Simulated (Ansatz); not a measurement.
Candidates (primitive cells; geometry: cell and atoms relaxed with r2SCAN):
A. MgS (Fm-3m), a = b = c = 3.679 Å, α = β = γ = 60.00°
B. CdTe (F-43m), a = b = c = 4.6370 Å, α = β = γ = 60.00°
C. BeTe (F-43m), a = 4.0003 Å, b = 4.0003 Å, c = 4.0003 Å, α = 60.00°, β = 60.00°, γ = 60.00°

Q: Rank these by band gap (highest first), as Ansatz (a program for electronic structure) with r2SCAN with spin-orbit coupling, rigid bands gives it.

A: A (3.43 eV), C (2.09 eV), B (0.91 eV)
